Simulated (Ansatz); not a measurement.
Partial pair distribution functions of a relaxed model of amorphous Ge28Se28Sn3, broadened by 0.06 Å; density 5.12 g/cm³. The numbers are results of PBE-D3(BJ), scalar-relativistic without spin-orbit coupling, PAW (Ansatz default set, large-core Se) (plane waves to 420 eV; Ansatz, an electronic-structure program), not measurements.

The cell was made by melting and quenching with the CHGNet potential and then relaxed with DFT. The hot cell started wider than the set density and was brought back towards it in steps. It is the lowest in DFT energy of 3 quenches. It is a model cell: composition and starting density were chosen by hand, and all elements were melted together. The geometry includes D3(BJ) dispersion. Its density started from a set value of 5.06 and ended at 5.12 g/cm³. Cooling (nominally 60 K/ps over its main leg) ran many orders faster than in experiment, which tends to leave more defects and strain. Values belong to this one cell and scatter from quench to quench. Volume and shape were free in the relaxation. On a 2×2×2 Γ-centred mesh force components of up to 0.18 eV/Å stay, since the relaxation ran on one k-point at (1/4, 1/4, 1/4).

```
r (Å)  g Ge-Se  g Ge-Ge  g Se-Se
-----  -------  -------  -------
2.20      0.01     0.00     0.00
2.30      0.30     0.00     0.00
2.40      1.72     0.04     0.00
2.50      4.23     0.90     0.00
2.60      5.39     2.48     0.00
2.70      3.17     1.29     0.00
2.80      1.12     0.59     0.00
2.90      0.36     0.51     0.00
3.00      0.50     0.39     0.00
3.10      0.89     0.62     0.01
3.20      1.01     0.89     0.20
3.30      0.91     1.13     0.99
3.40      0.93     1.50     1.70
3.50      0.70     1.87     1.45
3.60      0.81     1.84     2.45
3.70      1.15     1.79     3.37
3.80      1.10     1.40     2.78
3.90      0.91     1.09     2.70
4.00      0.88     1.23     2.37
4.10      0.78     0.99     1.30
4.20      0.79     0.79     1.25
4.30      0.86     1.14     0.93
4.40      0.66     1.34     0.56
4.50      0.83     0.89     0.64
4.60      0.96     0.81     0.82
4.70      0.72     0.56     0.58
4.80      0.73     0.66     0.25
4.90      0.83     0.84     0.48
5.00      0.81     0.92     0.76
5.10      0.84     0.72     0.43
5.20      0.88     0.67     0.35
5.30      0.77     0.81     0.39
5.40      0.66     0.77     0.69
5.50      1.00     0.73     1.13
```

Within 2.92 Å each Ge has 2.57 Se neighbours on average.
